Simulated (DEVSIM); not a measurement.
Structure: TaN/SiON/n-Si capacitor, at 250 K.

```tsv
layer (left to right)	material	thickness (nm)	Nd (cm⁻³)
1	SiON	22.0	-
2	Si	9900	3.4e15
```

Metal gate on the left, work function 4.4 eV. Fixed charge at the semiconductor interface -2.3e11 cm⁻² (in units of +e); no interface traps.

The device is made up for the run: typed textbook-type constants, with dimensions and the other settings drawn at random. Values at 300 K; Nc and Nv go as T^1.5, mobilities as T to minus their exponent, the gap by Varshni's rule with the affinity fixed.

```tsv
parameter	SiON	Si
gap (eV)	7	1.124
affinity (eV)	1.4	4.05
permittivity	5.5	11.7
Nc (cm⁻³)	-	2.86e19
Nv (cm⁻³)	-	3.1e19
Varshni α (eV/K)	-	0.000473
Varshni β (K)	-	636
```

Simulated with DEVSIM: 1D Poisson equation in equilibrium, Boltzmann statistics, complete ionisation; no quantum confinement or tunnelling. Metal contacts follow the ideal Schottky-Mott rule: no Fermi-level pinning, no interface dipoles.

Question: Give the band bending (positive: bands bend down) and minority sheet density.

Answer: 
| Vg (V) | ψs (V) | minority carriers (cm⁻²) |
|---|---|---|
| -2.4 | -0.945 | 2.3e12 |
| -2.1 | -0.938 | 1.9e12 |
| -1.8 | -0.928 | 1.5e12 |
| -1.5 | -0.916 | 1.1e12 |
| -1.2 | -0.899 | 6.8e11 |
| -0.9 | -0.872 | 3.0e11 |
| -0.6 | -0.787 | 1.1e10 |
| -0.3 | -0.520 | < 1e8 |
| 0 | -0.254 | < 1e8 |
| 0.3 | -0.017 | < 1e8 |
| 0.6 | 0.092 | < 1e8 |
| 0.9 | 0.129 | < 1e8 |
| 1.2 | 0.150 | < 1e8 |
| 1.5 | 0.164 | < 1e8 |
| 1.8 | 0.175 | < 1e8 |
| 2.1 | 0.184 | < 1e8 |
